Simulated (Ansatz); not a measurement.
For zinc-blende BaTe (model structure), PBEsol (PAW; Ansatz, a first-principles code) gives:

| Item | Value |
|---|---|
| equilibrium lattice constant a | 7.706 Å |
| enthalpy of formation | -1.459 eV/atom |

Task: What does r²SCAN in Ansatz (plane waves, PAW) give for the same quantities?

Result: 
- lattice constant a: 7.820 Å (grows by 1.5 %)
- formation enthalpy: -1.792 eV/atom (moves by -0.333 eV/atom)

Changes are worked out from the printed values.

Unless a cell is named, each level is at its own relaxed cell (PBEsol 57.19, r²SCAN 59.78 Å³/atom).

Levels without +SOC leave out spin–orbit coupling, which shifts energies and cells of such heavy elements.

Ansatz's density-functional and Hartree–Fock values are scalar-relativistic unless marked +SOC, with PAW data made under PBE.

A model structure was made by putting elements into a prototype or built by hand; it is no filed structure, need not be a known phase, and can be a saddle point held by its symmetry.
